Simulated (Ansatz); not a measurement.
Reference: K$_{2}$Pt (Fm-3m), PBEsol, rigid bands (plane waves, PAW, scalar-relativistic; Ansatz, an electronic-structure program); axes and stresses refer to this cell.

```
CELL_PARAMETERS angstrom
      0.00000     3.73828     3.73828
      3.73828     0.00000     3.73828
      3.73828     3.73828     0.00000
ATOMIC_POSITIONS crystal
  K  0.75000 0.75000 0.75000
  K  0.25000 0.25000 0.25000
  Pt 0.00000 0.00000 0.00000
```

The Seebeck coefficient, n-type 1e19 cm⁻³ is -328 μV/K and the hole conductivity mass comes out as 21 mₑ. The Seebeck coefficient, p-type 1e19 cm⁻³ is 737 μV/K.

Q: Change: functional r2SCAN on the same cell. What happens to Seebeck coefficient, n-type 1e19 cm⁻³, hole conductivity mass, Seebeck coefficient, p-type 1e19 cm⁻³?

A: Seebeck coefficient, n-type 1e19 cm⁻³ moves little, to -331 μV/K; hole conductivity mass rises to 25 mₑ; Seebeck coefficient, p-type 1e19 cm⁻³ moves little, to 758 μV/K.

Masses are for dilute carriers at 300 K, harmonic means over directions unless an axis is named. Seebeck coefficients are for the stated density at 300 K, with one relaxation time for all states and whether or not that doping can be reached. Spin-orbit coupling is left out unless a row names it; without it hole values are far off for these elements. 

Computed structure with no diffraction record at hand here (it may be known, metastable or hypothetical): K2Pt (Fm-3m).
